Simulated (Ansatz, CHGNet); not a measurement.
# Hexagonal WC: properties by level of theory

Reference values: lattice constant a 2.906 Å (measured, 300 K, no zero-point or thermal correction; as tabulated in Wikipedia's data pages); lattice parameter c 2.837 Å (measured, 300 K, no zero-point or thermal correction; as tabulated in Wikipedia's data pages).

```json
[
 {"level (code)": "CHGNet 0.3.0", "equilibrium lattice constant a (Å)": "2.926", "lattice parameter c (Å)": "…"},
 {"level (code)": "PBE (Ansatz)", "equilibrium lattice constant a (Å)": "…", "lattice parameter c (Å)": "…"},
 {"level (code)": "PBE-D3(BJ) (Ansatz)", "equilibrium lattice constant a (Å)": "2.902", "lattice parameter c (Å)": "…"}
]
```

Q: Fill in the missing entries.

A: 
- CHGNet 0.3.0, lattice parameter c (Å): 2.863
- PBE (Ansatz, a program for electronic structure), equilibrium lattice constant a (Å): 2.922
- PBE (Ansatz), lattice parameter c (Å): 2.846
- PBE-D3(BJ) (Ansatz), lattice parameter c (Å): 2.833

Differences from the reference values (errors of the level alone only where the reference is corrected to a static lattice):

| level | lattice constant a (%) | lattice parameter c (%) |
|---|---|---|
| CHGNet 0.3.0 | +0.69 | +0.92 |
| PBE | +0.55 | +0.32 |
| PBE-D3(BJ) | -0.14 | -0.14 |

Nearest: lattice constant a, not ranked (reference at room or unstated temperature); lattice parameter c, not ranked (reference at room or unstated temperature).

Machine-learned potentials (CHGNet 0.3.0) are trained on DFT data: a solid inside that data is no test of them.

Ansatz's density-functional and Hartree–Fock values are scalar-relativistic unless marked +SOC, with PAW data made under PBE.

Differences are worked out from the printed values.
